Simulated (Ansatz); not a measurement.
Response to strain in Sc

Consider Sc in the hcp (Mg type) structure (space group P6_3/mmc, No. 194; a = 3.318 Å, c = 5.186 Å; relaxed with 0.1 eV smearing). Axes: x lies along a and z along c of the hexagonal cell.

Strains are applied to the cell and any free atomic positions relax; under biaxial strain the out-of-plane vector relaxes too.

Method: PBE (Ansatz, a first-principles code, PAW, no spin-orbit coupling).

Notes on the quantities. in-plane stress: mean in-plane stress (compression positive).

```json
[
 {"variant": "base", "volume per atom": "24.72 Å³", "in-plane stress": "–"},
 {"variant": "biaxial strain −3.00 %, plane normal [001], relaxed out of plane", "volume per atom": "23.70 Å³", "in-plane stress": "+3.9 GPa"},
 {"variant": "biaxial strain −2.50 %, plane normal [001], relaxed out of plane", "volume per atom": "23.87 Å³", "in-plane stress": "+3.2 GPa"},
 {"variant": "biaxial strain −1.50 %, plane normal [001], relaxed out of plane", "volume per atom": "24.20 Å³", "in-plane stress": "+1.9 GPa"},
 {"variant": "biaxial strain −1.00 %, plane normal [001], relaxed out of plane", "volume per atom": "24.37 Å³", "in-plane stress": "+1.2 GPa"},
 {"variant": "biaxial strain +1.00 %, plane normal [001], relaxed out of plane", "volume per atom": "25.08 Å³", "in-plane stress": "-1.2 GPa"},
 {"variant": "biaxial strain +1.50 %, plane normal [001], relaxed out of plane", "volume per atom": "25.26 Å³", "in-plane stress": "-1.7 GPa"},
 {"variant": "biaxial strain +2.00 %, plane normal [001], relaxed out of plane", "volume per atom": "25.44 Å³", "in-plane stress": "-2.2 GPa"},
 {"variant": "biaxial strain +2.50 %, plane normal [001], relaxed out of plane", "volume per atom": "25.62 Å³", "in-plane stress": "-2.7 GPa"},
 {"variant": "biaxial strain +3.00 %, plane normal [001], relaxed out of plane", "volume per atom": "25.80 Å³", "in-plane stress": "-3.2 GPa"}
]
```

Whether these cells are dynamically stable was not tested. All final runs are without spin polarisation.
